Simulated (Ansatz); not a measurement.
Abridged Ansatz (a quantum-chemistry and plane-wave program) output:

```
Pseudopotential: Ce, paw, valence charge 12
Pseudopotential: O, paw, valence charge 6
Crystal: 3 atoms, lattice volume = 40.793 Å³
Basis set: ecut = 420 eV, 821 PW (Γ), exchange–correlation on 54×54×54 points (8 copies of the dense FFT grid, shifted against one another)
Bands: 22, of which v1, the nominal top of the filled ones, is band 12 counted from 1 (11 counted from 0)
Symmetry: 48 space group operations
k-points: 47 of 1000
Functional: x = pbe(κ = 0.804, μ = 0.2195149727645171), c = pbe(β = 0.06672455060314922)
SCF iter   1: F=—  HF=-7716.080183 eV  |F-HF|=—  |Δ(HF+E_count)|=         —  Δρ=4.77e-2  dr2=6.55e-1  ethr=3.10e-3  ⟨swp⟩=5.6  Hψ=4133  notcnv=0
SCF iter   2: F=—  HF=-7716.016572 eV  |F-HF|=—  |Δ(HF+E_count)|=   6.36e-2  Δρ=2.15e-2  dr2=1.49e-1  ethr=2.73e-3  ⟨swp⟩=3.0  Hψ=1984  notcnv=0  defer=83
SCF 1 converged in 8 iterations: F = -7716.038768 eV  dr2 = 1.38e-11
SCF converged after 8 iterations
Free energy (F): -7716.038768 eV
Internal energy: -7716.038768 eV  (E = F + TS)
E sigma→0 (E₀):  -7716.038768 eV
Fermi energy:    11.241740 eV
--- Forces (eV/Å), atoms counted from 1 ---
  atom   1  Ce    -0.00000000     0.00000000    -0.00000000
  atom   2  O     -0.00000000    -0.00000000     0.00000000
  atom   3  O     -0.00000000     0.00000000     0.00000000
--- Stress (GPa, compression-positive) ---
        0.006184      -0.000000       0.000000
       -0.000000       0.006184      -0.000000
        0.000000      -0.000000       0.006184
  P = ⅓ Tr σ = 0.0062 GPa (0.062 kbar)
```

What was computed, and what are the main results?

CeO2, 3 atoms in the cell, with Ansatz, PBE, PAW, cutoff 420 eV, no SOC, earlier PAW set. The last SCF converged to F = -7716.038768 eV, or -2572.0129 eV per atom, at a pressure of 0.01 GPa. The total energy compares only with runs of the same code, potentials and settings.

Whether these cells are dynamically stable was not tested. Starting moments died away, wholly or in part, for ↑↓ start, q = (0, 0, 1/2), 6 atoms; another magnetic solution may exist. The final runs are not spin-polarised. The cell was made from CeO2 in the fluorite structure (space group Fm-3m, No. 225) by this change: ↑↓ start, q = (0, 0, 1/2), 6 atoms.
